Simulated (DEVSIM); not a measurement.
Structure: Au/SiON/p-InP capacitor, at 300 K.

```
layer (left to right)  material  thickness (nm)  Na (cm⁻³)
---------------------  --------  --------------  ---------
1                          SiON            3.70          -
2                           InP            4800     1.7e16
```

Metal gate on the left, work function 5.1 eV. Fixed charge at the semiconductor interface -6.4e11 cm⁻² (in units of +e); no interface traps.

This is a model device: material constants are rounded textbook-type values typed into the input, and sizes, dopings and lifetimes were drawn at random. Values at 300 K; Nc and Nv go as T^1.5, mobilities as T to minus their exponent, the gap by Varshni's rule with the affinity fixed.

```csv
parameter,SiON,InP
gap (eV),7,1.344
affinity (eV),1.4,4.38
permittivity,5.5,12.5
Nc (cm⁻³),-,5.7e17
Nv (cm⁻³),-,1.1e19
Varshni α (eV/K),-,0.000363
Varshni β (K),-,162
```

Simulated with DEVSIM: 1D Poisson equation in equilibrium, Boltzmann statistics, complete ionisation; no quantum confinement or tunnelling. Metal contacts follow the ideal Schottky-Mott rule: no Fermi-level pinning, no interface dipoles.

Base results: flat-band voltage (V) -0.38; threshold voltage (band bending 2φF) (V) 0.77; minimum of the low-frequency capacitance (μF/cm²) 0.0398.

**Question.** What follows from this one change: fixed charge -6.4e+11 → -4.24e+12 cm^-2?

**Answer.** flat-band voltage -0.38 → 0.06 V; threshold voltage (band bending 2φF) 0.77 → 1.21 V; minimum of the low-frequency capacitance little changed (0.0392 μF/cm²).

**Question.** What follows from this one change: gate work function 5.1 → 5.25 eV?

**Answer.** flat-band voltage -0.38 → -0.23 V; threshold voltage (band bending 2φF) 0.77 → 0.92 V; minimum of the low-frequency capacitance little changed (0.0392 μF/cm²).

**Question.** What follows from this one change: interface trap density 0 → 2e+12 cm^-2 eV^-1?

**Answer.** flat-band voltage -0.38 → -0.57 V; threshold voltage (band bending 2φF) 0.77 → 0.84 V; minimum of the low-frequency capacitance 0.0398 → 0.283 μF/cm².

**Question.** What follows from this one change: substrate doping 1.7e+16 → 8.5e+15 cm^-3?

**Answer.** flat-band voltage -0.38 → -0.36 V; threshold voltage (band bending 2φF) 0.77 → 0.73 V; minimum of the low-frequency capacitance 0.0398 → 0.0286 μF/cm².

**Question.** What follows from this one change: temperature 300 → 450 K?

**Answer.** flat-band voltage -0.38 → -0.22 V; threshold voltage (band bending 2φF) 0.77 → 0.69 V; minimum of the low-frequency capacitance 0.0398 → 0.0473 μF/cm².
